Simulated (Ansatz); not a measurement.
Consider the following.

Host crystal: zinc-blende InP, with a band gap (PBE, scalar-relativistic without spin-orbit coupling).

End structure of Li on the 1x1 (110) surface of zinc-blende InP (cut with top plane In + P), one in a 2x1 cell, started at the site 'bridge In-P (span 5.2 Å)':

```
CELL_PARAMETERS angstrom
      8.42871     0.00000     0.00000
      0.00000     5.96000     0.00000
      0.00000     0.00000    27.50000
ATOMIC_POSITIONS crystal
  In 0.25000 0.55028 0.36260
  In 0.75000 0.55028 0.36260
  P  0.00000 0.76054 0.33871
  P  0.50000 0.76054 0.33871
  In 0.00000 0.97719 0.42064
  In 0.50000 0.97719 0.42064
  P  0.25000 0.22817 0.42353
  P  0.75000 0.22817 0.42353
  In 0.24935 0.48296 0.50030
  In 0.74938 0.47771 0.50065
  P  0.99792 0.73368 0.49977
  P  0.50084 0.73376 0.49974
  In 0.99982 0.97464 0.57817
  In 0.49807 0.97419 0.57817
  P  0.24906 0.22561 0.57615
  P  0.74900 0.23396 0.57884
  In 0.24891 0.48991 0.65137
  In 0.74921 0.56037 0.63978
  P  0.00616 0.76059 0.66071
  P  0.49208 0.75988 0.66063
  Li 0.24973 0.00310 0.67617
```

Set-up: 21 atoms, 8.9 Å thick at the start under the adsorbate (thin: gaps and levels are the slab's own); mesh 3x4x1; 0.01 eV smearing; dipole correction on; 8 atoms held, the rest relaxed; no symmetry held; spin-polarised, ending with about 0.8 μB a cell, a value that depends on the mesh; orders that need a larger cell were not tried, no spin-orbit, no U, no dispersion correction. The slab shows no gap over 0.04 eV on its mesh. At the end it is bonded to 2 In + 2 P. In PBE it is, or lies within 0.03 eV of, the lowest of the starts that converged.

A negative adsorption energy means that the adsorbate is more stable on the surface than in its reference.

**Question.** Give the change of the step from the bottom to the top vacuum level, against the clean slab at the level PBE (Ansatz, an electronic-structure program).

**Answer.** -0.49 eV

**Question.** What is the computed adsorption energy against an atom of bcc Li (PBE)?

**Answer.** -38 kJ/mol

**Question.** What work function of the top face does PBE give?

**Answer.** 3.96 eV
